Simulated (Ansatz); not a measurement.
A self-consistent single point of Br (Cmce, 4 atoms in the cell) with Ansatz (a quantum-chemistry and plane-wave program).

Method of the run: PBE with spin-orbit coupling (plane waves, PAW; Ansatz).

```
Br
1.0
    2.28883    -3.40770     0.00000
    2.28883     3.40770     0.00000
    0.00000     0.00000     8.91010
Br
4
Direct
  0.86100   0.86100   0.88900
  0.63900   0.63900   0.38900
  0.36100   0.36100   0.61100
  0.13900   0.13900   0.11100
```

Reference input (self-consistent single point, DFT, PBE, plane waves, default PAW files): kpoints.mp_grid.grid = 5 5 2; hamiltonian.xc = pbe; hamiltonian.pseudopotentials = {kind: paw} (the program's default PAW files); scf.occupations.method = fermi_dirac; scf.occupations.width = 0.02 eV. This run's input differs from it in these lines:

Ansatz 0.2 input:
```diff
@@ -16,2 +16,5 @@
   pseudopotentials: { kind: paw }
+magnetization:
+  noncollinear: true
+  spin_orbit: true
 scf:
```

Log, with long lists cut:

```
SCF iter   1: F=—  HF=-11134.470931 eV  |F-HF|=—  |Δ(HF+E_count)|=         —  Δρ=3.65e-2  dr2=1.22e0  dr2_m=0.00e0 (ungated)  ethr=3.10e-3  |M|=0.00e0 ∫|m|=0.00e0 μB  |m|>n=0.0e0 m-floor=0.0e0 τ_xc=0.0e0  β_m=0.30  ⟨swp⟩=11.8  Hψ=1982  notcnv=0
all-band conjugate gradients solve this SCF's bands
preconditioner: auto → Resta (q_TF=auto, 2.089 Å⁻¹)
   [... lines left out ...]
SCF iter   6: F=—  HF=-11134.048829 eV  |F-HF|=—  |Δ(HF+E_count)|=   8.47e-5  Δρ=1.41e-5  dr2=2.96e-7  dr2_m=0.00e0 (ungated)  ethr=3.97e-8  |M|=0.00e0 ∫|m|=0.00e0 μB  |m|>n=0.0e0 m-floor=0.0e0 τ_xc=0.0e0  β_m=0.97  ⟨swp⟩=2.3  Hψ=546  notcnv=0  defer=72
SCF iter   7: F=-11134.048829 eV  HF=-11134.048829 eV  |F-HF|=1.63e-8  |Δ(HF+E_count)|=   6.10e-7  Δρ=2.50e-6  dr2=9.76e-9  dr2_m=0.00e0 (ungated)  ethr=3.57e-10  |M|=0.00e0 ∫|m|=0.00e0 μB  |m|>n=0.0e0 m-floor=0.0e0 τ_xc=0.0e0  ⟨swp⟩=13.1  Hψ=1783  notcnv=0
SCF 1 converged in 7 iterations: F = -11134.048829 eV  dr2 = 9.76e-9
Magnetization: |M| = 0.0000 μB,  M = (+0.0000, +0.0000, +0.0000) μB
Absolute magnetization: 0.0000 μB (∫|m|)
  site 0: m = (+0.0000, +0.0000, +0.0000) μB, |m| = 0.0000 μB  (R = 0.97 Å)
  site 1: m = (+0.0000, +0.0000, +0.0000) μB, |m| = 0.0000 μB  (R = 0.97 Å)
  site 2: m = (+0.0000, +0.0000, +0.0000) μB, |m| = 0.0000 μB  (R = 0.97 Å)
  site 3: m = (+0.0000, +0.0000, +0.0000) μB, |m| = 0.0000 μB  (R = 0.97 Å)
Free energy (F): -11134.048829 eV
Internal energy: -11134.048829 eV  (E = F + TS)
E sigma→0 (E₀):  -11134.048829 eV
Fermi energy:    2.120143 eV
--- Forces (eV/Å), atoms counted from 1 ---
  atom   1  Br     0.01748747     0.00000000    -0.17598791
  atom   2  Br    -0.01748747     0.00000000    -0.17598791
  atom   3  Br     0.01748747     0.00000000     0.17598791
  atom   4  Br    -0.01748747     0.00000000     0.17598791
--- Stress (GPa, compression-positive) ---
       -0.217265       0.000000       0.000000
        0.000000       1.103215       0.000000
        0.000000       0.000000      -0.489993
  P = ⅓ Tr σ = 0.1320 GPa (1.320 kbar)
  The stress holds the Pulay correction. Without it, at fixed plane waves, as pw.x and ABINIT print it: P = 0.1220 GPa
```

The run converged in 7 iterations. Against the reference run the pressure moves little (0.03 to 0.13 GPa), the largest force goes from 0.144 to 0.177 eV/Å and the gap on the mesh goes from 1.603 to 1.533 eV.

The starting cell has typed, rounded lattice constants, without a prior relaxation at this level. Its lattice was rescaled by a random factor within 2.5 % of one. Ansatz's pressure includes its estimate of the finite-basis (Pulay) stress.
